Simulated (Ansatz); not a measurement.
Seebeck coefficient (μV/K, mean over directions) of p-type SiS₂ (Ibam) against carrier density, PBEsol+D3BJ, rigid bands run with Ansatz (an electronic-structure program). Computed gap 2.40 eV; densities at which minority carriers matter at this gap, or further valleys turn the trend, are left out. Conductivity mass 1.46 mₑ (harmonic mean over directions), N_v = 9.1e19 cm⁻³ at 300 K.

```tsv
hole density	300 K	500 K
1e16 cm⁻³	994	1061
1e17 cm⁻³	796	___
1e18 cm⁻³	597	665
3e18 cm⁻³	503	___
1e19 cm⁻³	400	467
3e19 cm⁻³	307	373
1e20 cm⁻³	210	___
3e20 cm⁻³	131	185
1e21 cm⁻³	65	103
```

**Question.** Complete the blanks.

**Answer.** 
- 1e17 cm⁻³, 500 K: 863
- 3e18 cm⁻³, 500 K: 570
- 1e20 cm⁻³, 500 K: 272

Rigid bands with a gap fixed in temperature, one relaxation time for all states, no polarons or phonon drag, and whether or not such doping can be reached. Spin-orbit coupling is left out; where it splits the top of the valence band, N_v and the p-type Seebeck coefficient come out somewhat high without it. Geometry: cell and atoms relaxed with PBEsol+D3(BJ).

Formula and space group known from diffraction (Crystallography Open Database), not checked to be the room-temperature form: SiS2 (Ibam).
